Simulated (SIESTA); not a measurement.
## A self-consistent single point of Mn2SeS (R-3m, 4 atoms in the cell) with SIESTA

Method: SIESTA with GGA PBEsol, numerical atomic orbitals DZP, PseudoDojo PBEsol standard norm-conserving potentials (rewritten from UPF to PSML).

The input file:

```
# files in the folder: Mn.psml Se.psml S.psml (PseudoDojo PBEsol standard)
SystemName  Mn2SeS
SystemLabel Mn2SeS

NumberOfAtoms                4
NumberOfSpecies              3
%block ChemicalSpeciesLabel
  1 25 Mn
  2 34 Se
  3 16 S
%endblock ChemicalSpeciesLabel
LatticeConstant              1.0 Ang
%block LatticeVectors
     1.721480000    0.993897000    5.509423000
    -1.721480000    0.993897000    5.509423000
     0.000000000   -1.987794000    5.509423000
%endblock LatticeVectors
AtomicCoordinatesFormat      Ang
%block AtomicCoordinatesAndAtomicSpecies
     0.000000000   -0.000000000    3.667457608  1
     0.000000000   -0.000000000   12.860811392  1
     0.000000000    0.000000000    0.000000000  2
     0.000000000    0.000000000    8.264134500  3
%endblock AtomicCoordinatesAndAtomicSpecies

XC.functional                GGA
XC.authors                   PBEsol
PAO.BasisSize                DZP
PAO.EnergyShift              0.01 Ry
MeshCutoff                   300 Ry
%block kgrid.MonkhorstPack
    6   0   0  0.0
    0   6   0  0.0
    0   0   6  0.0
%endblock kgrid.MonkhorstPack
OccupationFunction           FD
ElectronicTemperature        100.0 meV
Spin                         polarized
%block DM.InitSpin
  1 +4.00
  2 +4.00
  3 +0.00
  4 +0.00
%endblock DM.InitSpin

MaxSCFIterations             150
SCF.Mixer.Method             Broyden
SCF.Mixer.Weight             0.1
SCF.Mixer.History            6
SCF.DM.Tolerance             1.0E-05
Diag.ParallelOverK           true
WriteForces                  true
Charge.Mulliken              end
```

Log, with long lists cut:

```
reinit: Reading from file input.fdf

reinit: System Name: Mn2SeS
reinit: System Label: Mn2SeS

NOTE on units for spin output:
{S} is the spin magnetic moment, in units of the Bohr magneton,
assuming a g-factor for the electron spin of exactly 2.
The spin magnetic moment is then numerically equal to the charge inbalance,
in units of electrons, between the spin-up and -down channels.

coor:   Atomic-coordinates input format  =     Cartesian coordinates
coor:                                          (in Angstroms)

siesta: Atomic coordinates (Bohr) and species
siesta:      0.00000  -0.00000   6.93049  1        1
siesta:      0.00000  -0.00000  24.30341  1        2
siesta:      0.00000   0.00000   0.00000  2        3
siesta:      0.00000   0.00000  15.61695  3        4

siesta: System type = bulk

initatomlists: Number of atoms, orbitals, and projectors:      4    69    72

siesta: ******************** Simulation parameters ****************************
redata: Spin configuration                          = collinear
redata: Time-Reversal Symmetry                      = T
redata: Number of Atomic Species                    =        3
redata: Mesh Cutoff                                 =   300.0000 Ry
redata: Net charge of the system                    =     0.0000 |e|
redata: Min. number of SCF Iter                     =        0
redata: Max. number of SCF Iter                     =      150
redata: SCF convergence failure will abort job
redata: SCF mix quantity                            = Hamiltonian
redata: Mix DM or H after convergence               =   F
redata: Recompute H after scf cycle                 =   F
redata: Mix DM in first SCF step                    =   T
redata: No kicks to SCF
redata: DM Mixing Weight for Kicks                  =     0.5000
redata: Require Harris convergence for SCF          =   F
redata: Harris energy tolerance for SCF             =     0.000100 eV
   [... lines left out ...]
diag: Used triangular part                          = Lower
diag: Absolute tolerance                            =  0.100E-15
diag: Orthogonalization factor                      =  0.100E-05
diag: Memory factor                                 =  1.0000

superc: Internal auxiliary supercell:     7 x     7 x     7  =     343
superc: Number of atoms, orbitals, and projectors:   1372  23667  24696

                        Single-point calculation

superc: Internal auxiliary supercell:     7 x     7 x     7  =     343
superc: Number of atoms, orbitals, and projectors:   1372  23667  24696

outcell: Unit cell vectors (Ang):
        1.721480    0.993897    5.509423
       -1.721480    0.993897    5.509423
        0.000000   -1.987794    5.509423

outcell: Cell vector modules (Ang)   :    5.857053    5.857053    5.857053
outcell: Cell angles (23,13,12) (deg):     34.1851     34.1851     34.1851
outcell: Cell volume (Ang**3)        :     56.5589
new_DM -- step:     1
Initializing Density Matrix...

Attempting to read DM from file... Failed...
DM filled with atomic data (user-defined):

InitMesh: MESH = 60 x 60 x 60 = 216000
InitMesh: Mesh cutoff (required, used) =   300.000   327.787 Ry

stepf: Fermi-Dirac step function
        iscf     Eharris(eV)        E_KS(eV)     FreeEng(eV)     dDmax    Ef(eV) dHmax(eV)
   scf:    1    -9468.221138    -9502.004885    -9502.091905  0.743304 -1.364378 15.945190
     spin moment: {S} , |S| = {        0.0        0.0    6.23307 }     6.23307
   scf:    2    -9514.577675    -9509.040538    -9509.121818  0.089491 -2.170415  9.391942
     spin moment: {S} , |S| = {        0.0        0.0    6.32506 }     6.32506
   scf:    3    -9510.631482    -9512.103360    -9512.203482  0.215821 -3.126280  4.160795
     spin moment: {S} , |S| = {        0.0        0.0    6.02056 }     6.02056
   scf:    4    -9509.598026    -9511.005926    -9511.110391  0.051539 -3.280672  6.342639
     spin moment: {S} , |S| = {        0.0        0.0    5.90821 }     5.90821
   scf:    5    -9507.966165    -9511.621888    -9511.726109  0.197631 -2.896504  4.433016
     spin moment: {S} , |S| = {        0.0        0.0    5.91631 }     5.91631
   scf:    6    -9512.227537    -9511.938066    -9512.044973  0.009940 -2.937559  3.451211
   [... lines left out ...]
   scf:   25    -9512.751665    -9512.751666    -9512.895957  0.000032 -3.324295  0.001014
     spin moment: {S} , |S| = {        0.0        0.0    3.74274 }     3.74274
   scf:   26    -9512.751665    -9512.751665    -9512.895957  0.000042 -3.324340  0.001113
     spin moment: {S} , |S| = {        0.0        0.0    3.74242 }     3.74242
   scf:   27    -9512.751663    -9512.751664    -9512.895957  0.000017 -3.324337  0.001001
     spin moment: {S} , |S| = {        0.0        0.0    3.74241 }     3.74241
   scf:   28    -9512.751662    -9512.751663    -9512.895957  0.000027 -3.324363  0.000759
     spin moment: {S} , |S| = {        0.0        0.0    3.74222 }     3.74222
   scf:   29    -9512.751661    -9512.751662    -9512.895957  0.000011 -3.324369  0.000591
     spin moment: {S} , |S| = {        0.0        0.0    3.74216 }     3.74216
   scf:   30    -9512.751661    -9512.751662    -9512.895957  0.000010 -3.324378  0.000485
     spin moment: {S} , |S| = {        0.0        0.0    3.74209 }     3.74209
SCF Convergence by DM+H criterion
max |DM_out - DM_in|         :     0.0000097034
max |H_out - H_in|      (eV) :     0.0004846573
SCF cycle converged after 30 iterations

Using DM_out to compute the final energy and forces

siesta: E_KS(eV) =            -9512.7517

siesta: E_KS - E_eggbox =     -9512.7517

siesta: Atomic forces (eV/Ang):
     1    0.000000    0.000001    0.362288
     2    0.000000   -0.000001   -0.362280
     3   -0.000000   -0.000000    0.000007
     4   -0.000000    0.000000   -0.000015
   Tot   -0.000000   -0.000000    0.000000
   Max    0.362288
   Res    0.147902    sqrt( Sum f_i^2 / 3N )
   Max    0.362288    constrained

Stress tensor Voigt[x,y,z,yz,xz,xy] (kbar):      -25.52      -25.52       40.34       -0.00        0.00       -0.00
(Free)E + p*V (eV/cell)    -9512.7700
Target enthalpy (eV/cell)    -9512.8960

siesta: Program's energy decomposition (eV):
siesta: Ebs     =     -1679.516079
siesta: Eions   =     12050.463461
siesta: Ena     =      1109.398076
siesta: Ekin    =      4899.839632
siesta: Enl     =     -1803.014932
siesta: Eso     =         0.000000
siesta: Edftu   =         0.000000
siesta: DEna    =        61.870397
siesta: DUscf   =         1.165459
siesta: DUext   =         0.000000
siesta: Ex      =     -1627.311433
siesta: Ec      =      -104.235400
siesta: Exc     =     -1731.546834
siesta: Eharris =     -9512.751661
siesta: Etot    =     -9512.751662
siesta: FreeEng =     -9512.895957

siesta: Atomic forces (eV/Ang):
siesta:      1    0.000000    0.000001    0.362288
siesta:      2    0.000000   -0.000001   -0.362280
siesta:      3   -0.000000   -0.000000    0.000007
siesta:      4   -0.000000    0.000000   -0.000015
siesta: ----------------------------------------
siesta:    Tot   -0.000000   -0.000000    0.000000

siesta: Stress tensor (static) (eV/Ang**3):
siesta:    -0.015928   -0.000000    0.000000
siesta:    -0.000000   -0.015928   -0.000000
siesta:     0.000000   -0.000000    0.025176

siesta: Cell volume =         56.558871 Ang**3

siesta: Pressure (static):
siesta:                Solid            Molecule  Units
   [... lines left out ...]
siesta:           3.56725958         35.01710679  kBar
   [... lines left out ...]
   1  6.434   0.969   0.260  -0.075   1.002   1.000   1.002   0.141   0.159
              0.141   0.504   0.382   0.305   0.382   0.504  -0.053  -0.044

             -0.049  -0.044  -0.053
   2  6.434   0.969   0.260  -0.075   1.002   1.000   1.002   0.141   0.159
              0.141   0.504   0.382   0.305   0.382   0.504  -0.053  -0.044

             -0.049  -0.044  -0.053

Species: Se
Atom  Qatom  Qorb
               4s      4s      4py     4pz     4px     4py     4pz     4px
               3dxy    3dyz    3dz2    3dxz    3dx2-y2 4dxy    4dyz    4dz2
               4dxz    4dx2-y2
   3  8.118   0.802   0.065   0.635   0.731   0.635   0.051  -0.027   0.051
              1.002   1.003   1.001   1.003   1.002   0.026   0.034   0.046

              0.034   0.026

Species: S
Atom  Qatom  Qorb
               3s      3s      3py     3pz     3px     3py     3pz     3px
               3Pdxy   3Pdyz   3Pdz2   3Pdxz   3Pdx2-y2
   4  3.144   0.666   0.097   0.576   0.598   0.576   0.099   0.104   0.099
              0.088   0.048   0.056   0.048   0.088

mulliken: Qtot =       24.129

Mulliken Atomic Populations:
Atom #   charge [q] valence [e]      Sz [e]  Species
     1     0.115555   14.884445    2.017078  Mn
     2     0.115564   14.884436    2.017081  Mn
     3    -0.088013   16.088013   -0.147550  Se
     4    -0.143106    6.143106   -0.144521  S
 Total    -0.000000                3.742088
```

The run converged in 30 iterations.

The starting cell comes from a database of computed structures (which also holds hypothetical and non-ambient phases and stackings), without a prior relaxation at this level. The magnetic order is the one reached from the typed start; others were not searched systematically. Values carry the incompleteness of an atom-centred basis.

Cost on one core of a shared machine: roughly 80 s.
